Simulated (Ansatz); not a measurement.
Start from Hf in the hcp (Mg type) structure (space group P6_3/mmc, No. 194; a = 3.198 Å, c = 5.049 Å; relaxed with 0.1 eV smearing).

Method: r2SCAN/PAW in Ansatz (a quantum-chemistry and plane-wave program), no SOC.

Strains are applied to the cell and any free atomic positions relax.

One change was made to it. Results:

| quantity | base | after |
|---|---|---|
| pressure (mean of the normal stresses, compression positive) | 0.0 GPa | -3.1 GPa |
| energy relative to the base (free energy F) | 0 meV/atom | +6.8 meV/atom |
| band gap | zero | zero |

Task: Which of these changes matches the shifts?
A) isotropic strain +3.00 %
B) isotropic strain +1.50 %
C) isotropic strain +1.00 %
D) isotropic strain +2.00 %
E) isotropic strain +0.50 %

Result: C, isotropic strain +1.00 %. For comparison, the energy relative to the base in the other runs: isotropic strain +2.00 % gives +26 meV/atom; isotropic strain +1.50 % gives +15 meV/atom; isotropic strain +0.50 % gives +1.7 meV/atom; isotropic strain +3.00 % gives +58 meV/atom.

Stability against distortions was not tested. All final runs are without spin polarisation.
